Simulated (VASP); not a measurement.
# CuI: band gap against strain

CuI (zinc blende, F-43m, 27.966 Å³/atom and stress up to 0.13 GPa in the relaxed cell, cube axes along x, y and z) under an equal strain ε along all three axes. PBE in VASP (plane waves, PAW), 480 eV, 10×10×10 Γ-centred mesh, Gaussian smearing 0.05 eV; ions are relaxed, or left where forces stay under 0.02 eV/Å, within the symmetry of each cell. Gaps are the smallest on the run's k-mesh, which can miss an edge that lies off it, without spin-orbit coupling; in all rows the valence edge lies at Γ and the conduction edge at Γ.

Here s stands for strain and Eg for gap.

```
strain (%)  gap (eV)
----------  --------
-3.00              ?
-1.50          1.258
-1.00          1.215
-0.50          1.174
0.00           1.134
0.50           1.095
1.00           1.057
1.50           1.021
```

Task: Using a straight line, estimate the missing Eg at s = -3.00 from the other rows, showing the fit.

Result: Means: s 0, Eg 1.1363. About the means, the sum of products is -0.55300 and the sum of squares of s is 7.0000; the slope is their ratio. Least squares gives Eg = 1.1363 - 0.07900·s. Residuals (row less fit): 0.0032, -0.0003, -0.0018, -0.0023, -0.0018, -0.0003, 0.0032; standard error 0.0025 (degrees of freedom: 5). Over these rows the gap moves by -7.90 ± 0.10 eV per unit strain, or -2.6 eV per unit of ln V. At the withheld row, Eg = 1.1363 - 0.07900 × (-3.0) = 1.3733 eV. The calculation gives 1.394 eV, 0.0207 eV above the prediction (5.5 % of the range of Eg in the table). The row lies outside the fitted rows, so this is an extrapolation. From the scatter of the fitted rows alone, a prediction at this place has a standard error of 0.0040 eV, so the miss is 5.2 times that.

A polynomial of degree 2 through the 12 other runs of the series gives 1.394 there, so most of the miss is curvature that the fit leaves out. Other structures, which can take over under pressure, weren't tried. Spin-orbit coupling is left out, which can shift this property for CuI. Rows are the converged runs of the series near zero and its far end, less any whose ions stayed unrelaxed beside relaxed ones; series whose fitted rows scatter by over a few per cent of the range, as at a crossing or softening among them, aren't shown in this form. Most that stay on the fit to the last digits aren't either.
